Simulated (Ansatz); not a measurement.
The parent structure is ScBi in the zinc blende structure (space group F-43m, No. 216; a hypothetical phase, not in the database extracts checked).

```xyz
2
Lattice="0.0000 3.3204 3.3204 3.3204 0.0000 3.3204 3.3204 3.3204 0.0000" Properties=species:S:1:pos:R:3 pbc="T T T"
Bi     1.6602     1.6602     1.6602
Sc     0.0000     0.0000     0.0000
```

Cartesian axes are those of the cell as printed.

The values are results of PBEsol, PAW, 420 eV (Ansatz, a quantum-chemistry and plane-wave program; no spin-orbit coupling), not measurements.

Perturbation: the cell is stretched by 5.33 % along y with no lateral relaxation; the atoms relax in the strained cell.

### Question
Predict the stress tensor and what it implies for the stiffness.

### Answer
Stress of the strained cell less that of the base (GPa, compression positive):
```
  -1.78    0.00    0.00
   0.00   -2.16    0.00
   0.00    0.00   -1.78
```

Then −Δσ_ii/ε with ε = 0.0533 gives secant stiffness values (nonlinear terms included at this strain): C22 ≈ 41 GPa, C12 ≈ 33 GPa and C23 ≈ 33 GPa.

As a check, the harmonic strain energy −½ V₀ Δσ:ε is 13 meV/atom; the computed energy rise is 13 meV/atom.

Whether these cells are dynamically stable was not tested. All final runs are without spin polarisation.
